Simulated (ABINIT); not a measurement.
ABINIT run on Mo (Im-3m, 1 atom in the cell): self-consistent single point.

Computed with LDA (PW92), PAW (JTH v2.0 LDA PAW) (plane waves; ABINIT 10.0.3).

```
CELL_PARAMETERS angstrom
     -1.56713     1.56713     1.56713
      1.56713    -1.56713     1.56713
      1.56713     1.56713    -1.56713
ATOMIC_POSITIONS crystal
  Mo 0.00000 0.00000 0.00000
```

Reference input (self-consistent single point, DFT, LDA (PW92), plane waves, PAW (JTH v2.0 LDA PAW)): pseudos = [Mo.LDA_PW-JTH.xml]; ecut = 544 eV; pawecutdg = 1088 eV; ixc = 7; occopt = 3; tsmear = 0.1 eV; ngkpt = 11 11 11; nshiftk = 1; shiftk = 0 0 0; potentials = JTH v2.0 LDA PAW; nband = 12; kptopt = 1. This run's input differs from it in these lines:

```diff
@@ -20,5 +20,5 @@
 kptopt 1
-ngkpt 11 11 11
+ngkpt 17 17 17
 nshiftk 1
-shiftk 0 0 0
+shiftk 0.5 0.5 0.5
 nstep 100
```

Output (repeated stretches shortened):

```
--- !BeginCycle
solver: {iscf: 17, nstep: 100, nline: 4, wfoptalg: 10, }
tolerances: {tolvrs: 1.00E-10, }
...

     iter   Etot(hartree)      deltaE(h)  residm     nres2
 ETOT  1  -68.726126982198    -6.873E+01 1.428E+00 5.451E+00
 ETOT  2  -69.059686743234    -3.336E-01 6.512E-02 9.651E-01
 ETOT  3  -69.056585193603     3.102E-03 1.946E-02 7.042E-02
 ETOT  4  -69.056775526033    -1.903E-04 1.021E-02 7.594E-03
 ETOT  5  -69.056791770686    -1.624E-05 1.284E-03 5.959E-05
 ETOT  6  -69.056792134969    -3.643E-07 1.751E-03 2.291E-06
 ETOT  7  -69.056792191039    -5.607E-08 5.572E-04 4.102E-07
 ETOT  8  -69.056792191305    -2.655E-10 5.442E-04 7.334E-09
 ETOT  9  -69.056792191409    -1.040E-10 3.448E-04 1.182E-10
 ETOT 10  -69.056792191409    -4.121E-13 2.966E-04 4.687E-12
 At SCF step   10       nres2   =  4.69E-12 < tolvrs=  1.00E-10 =>converged.

 Cartesian components of stress tensor (hartree/bohr^3)
  sigma(1 1)=  1.96133034E-04  sigma(3 2)=  0.00000000E+00
  sigma(2 2)=  1.96133034E-04  sigma(3 1)=  0.00000000E+00
  sigma(3 3)=  1.96133034E-04  sigma(2 1)=  0.00000000E+00

 ----iterations are completed or convergence reached----

 reduced coordinates (array xred) for    1 atoms
       0.000000000000      0.000000000000      0.000000000000
 cartesian forces (eV/Angstrom) at end:
    1     -0.00000000000000    -0.00000000000000    -0.00000000000000
 frms,max,avg= 0.0000000E+00 0.0000000E+00   0.000E+00  0.000E+00  0.000E+00 e/A
 length scales=  1.000000000000  1.000000000000  1.000000000000 bohr
              =  0.529177208590  0.529177208590  0.529177208590 angstroms
   [... lines left out ...]
 Fermi (or HOMO) energy (hartree) =   0.50828   Average Vxc (hartree)=  -0.47364
   [... lines left out ...]
'-kT*entropy'       : -7.61153657375289E-04
total_energy        : -6.90567914380156E+01
total_energy_eV     : -1.87913085995980E+03
...

-Cartesian components of stress tensor (GPa)         [Pressure= -5.7704E+00 GPa]
- sigma(1 1)=  5.77043212E+00  sigma(3 2)=  0.00000000E+00
- sigma(2 2)=  5.77043212E+00  sigma(3 1)=  0.00000000E+00
- sigma(3 3)=  5.77043212E+00  sigma(2 1)=  0.00000000E+00

 Calculation completed.
```

The run converged in 10 iterations. 

The starting cell has typed, rounded lattice constants, without a prior relaxation at this level. Its lattice was rescaled by up to half a per cent. Spin polarisation is off.

These are the values that this program gave, and no reference: the one-centre exchange-correlation terms come from a truncated expansion.

Cost on one core of a shared machine: roughly 60 s.
